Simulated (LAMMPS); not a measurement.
LAMMPS 22 Jul 2025, classical MD, EDIP (Si.edip): Si, 64000 atoms.

task: MD, nve
potential: EDIP, Si.edip
copies of the repeat unit: 20×20×20
shape (slab and sphere leave vacuum in the box): slab
temperature: 800 K
steps: 800
timestep: 1 fs
neighbor skin: 2 Å
neigh_modify: every 1 delay 0 check yes
thermo: 100
newton: on (default)
atom_modify sort (bins of 2 Å where set): 1000 (default)
comm_style: brick (default)
box: 108.6 × 108.6 × 325.9 Å, the slab in its lowest third along z, the rest vacuum
start: generated diamond lattice, warmed in an untimed run
compared values: energy and forces of the first step, drift over the run

Hardware: Arm Neoverse V2, 96 cores on 1 socket, no SMT, 1 L3 cache group.

Times are wall-clock medians of two to five runs, from launch to exit, with nothing else on the machine. Processes are pinned to neighbouring cores unless said otherwise. The times hold for this build (PyPI wheel: MPICH, OPENMP and OPT packages). Scratch files lie in a memory file system. A preparatory run goes ahead and isn't timed.

Started as
```bash
# ahead of the timed run: OMP_NUM_THREADS=1 mpirun -np 48 lmp -in in.warm -log none -nocite
OMP_NUM_THREADS=1 mpirun -np 64 lmp -in in.lmp -log log.lammps -nocite
```
(64 ranks, balance = none (default)) it takes 1.6 s and 16 neighbour list builds.

Predict the time once the run is changed to balance = balance 1.05 shift xyz 20 1.02.

About 0.73 s (3 runs within 1 %): 2.1× as fast. The largest move is in other (Other): 0.64 s to 0.013 s. The slowest rank's pair time is 3.08 times the mean in the first run and 1.08 times in the second; the others wait. Change in the result: energy equal as printed, forces on 48 atoms equal as printed, drift of the total energy equal as printed.
